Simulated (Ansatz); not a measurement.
CaSe in the rock salt structure (space group Fm-3m, No. 225)

```yaml
crystal:
  lattice:
    - [0.00000, 2.97897, 2.97897]
    - [2.97897, 0.00000, 2.97897]
    - [2.97897, 2.97897, 0.00000]
  atoms:
    - { symbol: Ca, position: [0.00000, 0.00000, 0.00000] }
    - { symbol: Se, position: [0.50000, 0.50000, 0.50000] }
```

Method: PBE (Ansatz, an electronic-structure program, PAW, no SOC). Settings: 10×10×10 k-points, 0.05 eV Fermi–Dirac smearing.

```yaml
volume_per_atom: 26.44 Å³
density: 3.74 g/cm³
band_gap: 2.08 eV, indirect, Γ → X
electron_mass: 1.4 mₑ along k, 0.29 mₑ across
Hole mass (degenerate bands, along [100]): 0.18, 0.99, 0.99 mₑ
Lowest conduction-band minima above the VBM: X along ⟨100⟩ 2.08 eV; Γ 3.23 eV
total_energy: -3645.002 eV/atom (σ→0; compares only within this code and set-up)
```

Effective masses come from finite differences of ±0.01 Å⁻¹. Along k means along the line from Γ to the band edge. Gaps are Kohn–Sham eigenvalue differences; semilocal functionals usually give less than the measured gap. No phonon test of stability was made.
